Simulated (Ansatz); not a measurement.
Checking a run of Ansatz (a quantum-chemistry and plane-wave program) on Y3As (Pm-3n, 8 atoms in the cell). The aim is a self-consistent single point with DFT, PBEsol, plane waves, default PAW files made with PBE.

Cell that was meant: a = 6.2169 Å, b = 6.2169 Å, c = 6.2169 Å, α = 90.00°, β = 90.00°, γ = 90.00°.

Part of the input:

Ansatz 0.2 input:
```yaml
  xc: pbesol
  pseudopotentials: { kind: paw }
scf:
  occupations: { method: fixed }
output:
  forces: true
  eigenvalues: true
```

The program printed (abridged):

```
WARN ansatz: RAYON_NUM_THREADS=1 ignored (pool sized by the plan → 1); use --threads N
Pseudopotentials: kind: paw
   [... lines left out ...]
PAW frozen core: As, regenerated for the run's functional, and the local potential with it
Initial density: superposition of atomic densities (neutral atoms: chi_scale 0, normalization atom), corrected by the library's trained network
Initial wavefunctions: pseudopotential atomic-orbital guess
Eigensolver: davidson
Functional: x = pbesol(κ = 0.804, μ = 0.12345679012345678), c = pbesol(β = 0.046)
SCF iter   1: F=—  HF=-32398.714016 eV  |F-HF|=—  |Δ(HF+E_count)|=         —  Δρ=4.66e-3  dr2=7.13e-2  ethr=1.77e-3  ⟨swp⟩=4.7  Hψ=4136  notcnv=0  defer=115
all-band conjugate gradients solve this SCF's bands
   [... lines left out ...]
WARN: the bands overlap at the fill by count (48 filled at each k-point of a channel) …
SCF 1 converged in 7 iterations: F = -32398.704222 eV  dr2 = 2.81e-8
Free energy (F): -32398.704222 eV
Internal energy: -32398.704222 eV  (E = F + TS)
E sigma→0 (E₀):  -32398.704222 eV
Fermi energy:    9.771946 eV
--- Forces (eV/Å), atoms counted from 1 ---
  atom   1  Y      0.00000000    -0.00000000     0.00000000
   [... zero for the other atoms too ...]
--- Stress (GPa, compression-positive) ---
       -6.238349      -0.000000       0.000000
       -0.000000      -6.238349       0.000000
        0.000000       0.000000      -6.238349
  P = ⅓ Tr σ = -6.2383 GPa (-62.383 kbar)
  The stress holds the Pulay correction. Without it, at fixed plane waves, as pw.x and ABINIT print it: P = -6.2441 GPa
```

Problem. Can these results be used? Check the input.

Solution. The run is not sound. The fault is fixed (insulator-type) occupations in a metal. A metal has bands that cross the Fermi level, so filling the same number of bands at every k-point puts electrons into the wrong states. To fix it, use a smearing (or tetrahedra) with enough empty bands. The run converged in 7 iterations without an error; against the sound input the free energy rises by 8.1 meV/atom and the pressure goes from -6.63 to -6.24 GPa. The full log also holds (shortened here): “WARN: iter 1: σ=0 fill of 48 bands saw a band overlap (occupied 9.7310 eV > unoccupied 9.3315 eV) — on an unconverged iterate often a transient of an (band_overlap_at_count)”.

The sound input it was made from differs as follows (other fixes are possible):
```diff
-  occupations: { method: fixed }
+  occupations: { method: cold, width: 0.272 eV }
```

With that input, the run converged in 7 iterations: free energy E − TS (on the zero of these files) -32398.7690 eV; Fermi level (on the code's own zero) 9.52 eV; pressure -6.63 GPa (DFT, PBEsol, plane waves, default PAW files made with PBE).

On the sound input: the starting cell was generated: these elements placed on a structure prototype, without a prior relaxation; it need not be a known phase or ordering of this composition. With a pressure of about -7 GPa the cell is away from its equilibrium volume at this level. Ansatz's pressure includes its estimate of the finite-basis (Pulay) stress.
